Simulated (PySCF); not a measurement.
PySCF 2.14.0, PBE0/def2-svp, df: W(NH)(NMe)(OMe)(Me) (C[N]=[W]([CH3])(=[NH])[O]C), 17 atoms. The geometry is a generated start, not checked to be a minimum at this level.

* **task**: energy
* **method**: pbe0
* **basis**: def2-svp
* **two-electron scheme**: density fitting
* **mol.max_memory**: 3000 MB
* **mf.max_cycle**: 100
* **mf.conv_tol**: 1e-09 (default)
* **mf.grids.level**: 3 (default)
* **effective core potentials**: those of the basis set, past Kr
* **basis functions**: 166
* **grid points**: 206632

```xyz
17

W     -0.4609    -0.2439     0.0414
N     -2.1396    -0.7888    -0.2219
H     -3.0846    -0.9961    -0.5524
N     -0.0916     1.1600    -1.0041
C     -0.0942     2.1790    -1.9931
H      0.3147     1.7999    -2.9397
H     -1.1133     2.5484    -2.1808
H      0.5287     3.0290    -1.6840
O      0.8808    -1.4955     0.3080
C      1.8117    -2.5223     0.2896
H      2.1099    -2.7465    -0.7455
H      2.7092    -2.2330     0.8553
H      1.3914    -3.4341     0.7408
C     -0.6746     0.8027     1.9924
H     -0.9702     0.0850     2.7769
H     -1.4101     1.6180     2.0189
H      0.2926     1.2382     2.2981
```

Charge 0 and multiplicity 1 are set for this test and not shown to be the ground state.

With the defaults (mf.DIIS = CDIIS, mf.diis = true, mf.diis_space = 8, mf.diis_damp = 0, mf.damp = 0, mf.diis_start_cycle = 1, mf.level_shift = 0, newton = off, mf.init_guess = minao) it converges in 15 Fock builds. One run each on 2 threads, 1 BLAS thread, with these changes:
- mf.diis_space = 12
- mf.diis_space = 5
- mf.level_shift = 0.1 Hartree
- mf.init_guess = mod_huckel
- newton = Hessian by the SCF's own integrals
- mf.diis_damp = 0.3
- mf.damp = 0.7, mf.diis_start_cycle = 8
- mf.DIIS = EDIIS
- mf.diis = false

Problem. Which of these changes keep the SCF from converging, or lead it to another solution?

Solution. No convergence: mf.DIIS = EDIIS; mf.diis = false (the run ends without SCF convergence in 100 cycles). The rest reach the solution of the defaults.

```tsv
setting	Fock builds	end
mf.diis_space = 12	14	same solution
mf.diis_damp = 0.3	14	same solution
the defaults	15	same solution
mf.level_shift = 0.1 Hartree	15	same solution
mf.damp = 0.7, mf.diis_start_cycle = 8	16	same solution
mf.diis_space = 5	19	same solution
mf.init_guess = mod_huckel	20	same solution
newton = Hessian by the SCF's own integrals	30	same solution
mf.DIIS = EDIIS	101	no convergence
mf.diis = false	101	no convergence
```

Under newton the count holds the products with the orbital Hessian.
